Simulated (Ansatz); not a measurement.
Take MgO in the rock salt structure (space group Fm-3m, No. 225; a = 4.254 Å) as the base.

Structures relaxed with Kohn–Sham DFT with the PBE functional, run in Ansatz (a program for electronic structure) with PAW and 420 eV plane waves, no SOC, earlier PAW set.

Base:

Simulated powder pattern, Cu Kα1, λ = 1.54056 Å (kinematic, ideal powder, no thermal factors, no anomalous dispersion; the 10 strongest lines at most, above 2 %, up to 2θ = 90°):

```tsv
2θ (°)	I/Imax (%)	hkl
36.55	10	(111)
42.46	100	(200)
61.61	56	(220)
73.81	6.9	(311)
77.69	17	(222)
```

One thing is altered: Sr takes the place of Mg on all its sites; the structure is relaxed again.

Predict the new powder pattern.


Simulated powder pattern, Cu Kα1, λ = 1.54056 Å (kinematic, ideal powder, no thermal factors, no anomalous dispersion; the 10 strongest lines at most, above 2 %, up to 2θ = 90°):

```csv
2θ (°),I/Imax (%),hkl
29.76,90,(111)
34.50,100,(200)
49.59,68,(220)
58.91,42,(311)
61.81,22,(222)
72.75,10,(400)
80.52,18,(331)
83.07,28,(420)
```

The indices refer to each structure's own conventional cell; one index is shown for lines that coincide.

Stability against distortions was not tested.
